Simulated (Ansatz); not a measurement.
The starting structures come from a database of crystals and need not be the phases stable at ambient conditions.

Consider the following.

```yaml
crystal:
  lattice:
    - [7.28748, 0.00000, 0.00000]
    - [0.00000, 10.30605, 0.00000]
    - [3.64374, -5.15303, 3.64374]
  atoms:
    - { symbol: In, position: [0.50006, 0.74997, 0.49994] }
    - { symbol: In, position: [0.00000, 0.25003, 0.00000] }
    - { symbol: In, position: [0.49994, 0.25003, 0.50006] }
    - { symbol: In, position: [0.00000, 0.74997, 0.00000] }
    - { symbol: In, position: [0.00000, 0.74997, 0.49994] }
    - { symbol: In, position: [0.00000, 0.25003, 0.50006] }
    - { symbol: In, position: [0.50000, 0.25000, 0.00000] }
    - { symbol: Ge, position: [0.50000, 0.75000, 0.00000] }
    - { symbol: Ir, position: [0.00000, 0.00000, 0.00000] }
    - { symbol: O, position: [0.70204, 0.64898, 0.59592] }
    - { symbol: O, position: [0.29796, 0.05306, 0.40408] }
    - { symbol: O, position: [0.29796, 0.64898, 0.00000] }
    - { symbol: O, position: [0.70204, 0.64898, 0.00000] }
    - { symbol: O, position: [0.74060, 0.37030, 0.00000] }
    - { symbol: O, position: [0.25940, 0.37030, 0.00000] }
    - { symbol: O, position: [0.25940, 0.37030, 0.48120] }
    - { symbol: O, position: [0.74060, 0.88910, 0.51880] }
```

Space group of this cell: F-43m. The cell is taken as given; by r2SCAN its mean pressure is -5.4 GPa.

Transport runs along the normal of the first two printed cell vectors, the (110) plane of the conventional cell.

No gap correction and no spin-orbit coupling; mid-gap values are interpolated between computed energies.

State the band gap and the smallest decay constant κ at mid-gap according to r2SCAN run with Ansatz (a first-principles code).

Gap 0.73 eV on a 8×8×8 mesh; κ = 0.075 1/Å, at the zone centre.
